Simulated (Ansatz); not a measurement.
Results of BLYP in Ansatz (PAW) for CsCl-type CoAl.

Input file:

Ansatz 0.2 input:
```yaml
crystal:
  lattice:
    - [2.8389193452, 0.0, 0.0]
    - [0.0, 2.8389193452, 0.0]
    - [0.0, 0.0, 2.8389193452]
  atoms:
    - { symbol: Al, position: [0.5, 0.5, 0.5] }
    - { symbol: Co, position: [0.0, 0.0, 0.0] }
basis:
  ecutwfc: 520
  ecutrho_ratio: 4
  xc_grid: 2
kpoints:
  mp_grid: { grid: [20, 20, 20] }
hamiltonian:
  xc: blyp
  dispersion: none
  pseudopotentials: { kind: paw }
scf:
  occupations: { method: fermi_dirac, width: 0.05 }
  convergence: { dr2_threshold: 0.0000000002 }
output:
  forces: true
  stress: true
  eigenvalues: true
```

Excerpt of the program's output:

```
Crystal: 2 atoms, lattice volume = 22.880 Å³
Basis set: ecut = 520 eV, 619 PW (Γ), exchange–correlation on 48×48×48 points (8 copies of the dense FFT grid, shifted against one another)
Bands: 14, of which v1, the nominal top of the filled ones, is band 10 counted from 1 (9 counted from 0)
Symmetry: 48 space group operations
Space group: Pm-3m (ITA 221), of the structure as read, at distance tolerance 2.8e-5 Å
k-points: 286 of 8000
Functional: x = b88, c = lyp
SCF iter   1: F=—  HF=-5675.936471 eV  |F-HF|=—  |Δ(HF+E_count)|=         —  Δρ=2.68e-2  dr2=1.28e-1
SCF iter   2: F=—  HF=-5675.928855 eV  |F-HF|=—  |Δ(HF+E_count)|=   7.62e-3  Δρ=1.68e-2  dr2=5.60e-2
  ...
SCF iter   6: F=—  HF=-5675.922783 eV  |F-HF|=—  |Δ(HF+E_count)|=   2.07e-6  Δρ=1.17e-5  dr2=2.28e-8
SCF iter   7: F=-5675.922783 eV  HF=-5675.922783 eV  |F-HF|=7.55e-11  |Δ(HF+E_count)|=   1.03e-9  Δρ=7.84e-7  dr2=7.12e-11
SCF 1 converged in 7 iterations: F = -5675.922783 eV  dr2 = 7.12e-11
SCF converged after 7 iterations
Free energy (F): -5675.922783 eV
Internal energy: -5675.916161 eV  (E = F + TS)
E sigma→0 (E₀):  -5675.919472 eV
Fermi energy:    15.194287 eV
--- Forces (eV/Å), atoms counted from 1 ---
  atom   1  Al     0.00000000    -0.00000000     0.00000000
  atom   2  Co    -0.00000000    -0.00000000    -0.00000000
--- Stress (GPa, compression-positive) ---
        7.302834       0.000000      -0.000000
        0.000000       7.302834       0.000000
        0.000000       0.000000       7.302834
  P = ⅓ Tr σ = 7.3028 GPa (73.028 kbar)
```

The cell is one volume of an energy–volume scan, off the minimum.

The PAW data were made under PBE.

Ansatz is an electronic-structure program.
